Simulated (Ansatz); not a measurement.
Start from NiO in the rock salt structure (space group Fm-3m, No. 225; ferromagnetic).

```
CELL_PARAMETERS angstrom
      0.00000     2.09432     2.09432
      2.09432     0.00000     2.09432
      2.09432     2.09432     0.00000
ATOMIC_POSITIONS crystal
  O  0.00000 0.00000 0.00000
  Ni 0.50000 0.50000 0.50000
```

Cartesian axes are those of the cell as printed.

The values are results of r2SCAN (Ansatz, an electronic-structure program, PAW, no spin-orbit coupling), not measurements.

Now apply this change: uniaxial stress, 5 GPa tension along z, with the cell and atoms free to relax against it.

Q: What does the calculation give for the electron mass after the change?

A: The electron mass comes out as 0.28 mₑ along z, 1.8 mₑ across (at Γ).

Q: Estimate the effect on the strain response.

A: The strain response (xx, yy, zz) amounts to (−0.42, −0.42, +1.73) %.

The levels and masses belong to the bands next to the band gap. Effective masses come from finite differences of ±0.01 Å⁻¹. Beyond what the load breaks, stability against distortions was not tested. No Hubbard U is applied and the magnetic state is the run's own (NiO ferromagnetic); other magnetic orders, which need larger cells, were not tried and can change the gap. In its common phase, real NiO is an antiferromagnetic insulator at low temperature.
